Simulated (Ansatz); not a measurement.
# How far PBE and PBEsol part for hypothetical CsCl type SiGe, pressure 0.7 GPa

Base system: SiGe in the CsCl type structure (space group Pm-3m, No. 221; a = 3.252 Å; a hypothetical phase, not in the database extracts checked).

(Cell as relaxed with PBE.)

Levels (all Ansatz, a quantum-chemistry and plane-wave program, PAW): PBE (420 eV, no SOC); PBEsol (420 eV, no spin-orbit coupling).

Each level relaxes its own structure.

```json
[
 {"base": "volume per atom", "PBE": "17.19 Å³", "PBEsol": "16.38 Å³"},
 {"base": "lattice parameter a", "PBE": "3.252 Å", "PBEsol": "3.200 Å"},
 {"base": "band gap", "PBE": "zero", "PBEsol": "zero"}
]
```

It is then changed as follows: cell and atoms relaxed at a pressure of 0.7 GPa.

| quantity | PBE | PBEsol |
|---|---|---|
| shortest interatomic distance | 2.807 Å | 2.764 Å |
| band gap | zero | zero |

PBE's shortest interatomic distance lies 0.043 Å above PBEsol's (1.6 %); the two agree on the band gap. Neither level is exact; PBEsol is the comparison here, not a measurement.

Load acts through the strain it causes; cell and atoms are relaxed under it. No phonon test of stability was made. The final runs are not spin-polarised.
